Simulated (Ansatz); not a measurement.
Response to strain in Nb

Take Nb in the bcc (W type) structure (space group Im-3m, No. 229; relaxed with 0.1 eV smearing) as the base.

```xyz
1
Lattice="-1.6522 1.6522 1.6522 1.6522 -1.6522 1.6522 1.6522 1.6522 -1.6522" Properties=species:S:1:pos:R:3 pbc="T T T"
Nb     0.0000     0.0000     0.0000
```

Cartesian axes are those of the cell as printed.

Strains are applied to the cell and any free atomic positions relax.

Computed with Kohn–Sham DFT with the r2SCAN functional, run in Ansatz (a quantum-chemistry and plane-wave program) with PAW and 500 eV plane waves, no spin-orbit coupling.

Notes on the quantities. energy relative to the base: free energy F; pressure: mean of the normal stresses, compression positive.

```tsv
case	energy relative to the base	pressure	volume per atom
base	0 meV/atom	0.0 GPa	18.04 Å³
tensor shear ε_xy = +2.00 %	+0.9 meV/atom	0.1 GPa	18.03 Å³
tensor shear ε_xy = +0.29 %	0.0 meV/atom	0.0 GPa	18.04 Å³
tensor shear ε_xy = +1.43 %	…	0.0 GPa	18.04 Å³
tensor shear ε_xy = +0.86 %	+0.2 meV/atom	0.0 GPa	18.04 Å³
tensor shear ε_xy = +0.57 %	+0.1 meV/atom	0.0 GPa	18.04 Å³
tensor shear ε_xy = +1.14 %	+0.3 meV/atom	0.0 GPa	18.04 Å³
tensor shear ε_xy = +1.71 %	+0.7 meV/atom	0.1 GPa	18.04 Å³
```

Q: Some entries are withheld; estimate them.

A: 
- tensor shear ε_xy = +1.43 %, energy relative to the base: +0.5 meV/atom

No phonon test of stability was made. The final runs are not spin-polarised.
